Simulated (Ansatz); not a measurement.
# metastable zinc-blende AlN: the defect Zr on the Al site (Zr_Al)

All values below come from PBE, PAW (plane waves to 420 eV; Ansatz, a quantum-chemistry and plane-wave program). A 2×2×2 supercell of 64 sites was used; the energies come from a 2×2×2 shifted sampling of its zone. Site at the start: the Al site. Energies of charged states are corrected for periodic images (point charge plus alignment at distant sites). Dielectric constants: PBE linear response of the host. Host gap at this level: 3.31 eV. These values are not converged in cell size to better than tenths of an eV. The semilocal functional narrows the gap, so deep levels can fall outside it. Spin–orbit coupling is left out. Each state is the lowest found from its start.

Formation energies E_f are given with the Fermi level at the valence-band maximum. Chemical conditions: Al-rich (Δμ(Al) = 0.00 eV, Δμ(Zr) = -1.95 eV, bounded by ZrAl3 (I4/mmm); only phases computed here count, gases as isolated molecules at 0 K); N-rich (Δμ(Al) = -2.69 eV, Δμ(Zr) = -3.46 eV, bounded by rock-salt ZrN; only phases computed here count, gases as isolated molecules at 0 K). Reference phases: Al: fcc Al, Zr: hcp Zr.

```
charge         moment (μB)  largest move off a lattice site (Å)  image correction with alignment (eV)  E_f, Al-rich (eV)  E_f, N-rich (eV)
------  ------------------  -----------------------------------  ------------------------------------  -----------------  ----------------
+1      not spin-polarised                                 0.14                                  0.59               0.90             -0.28
0*                     1.0                                 0.17                                     –                  –                 –
−1*     not spin-polarised                                 0.20                                     –                  –                 –
```

* At this level the carrier isn't localised at the defect: at charge 0 electrons occupy the conduction band; at charge −1 electrons occupy the conduction band. Such a state is shallow or no state of the defect, and this cell gives it no level.

Flagged in the runs: a doubtful potential alignment, a strain field that reaches the edge of the cell.
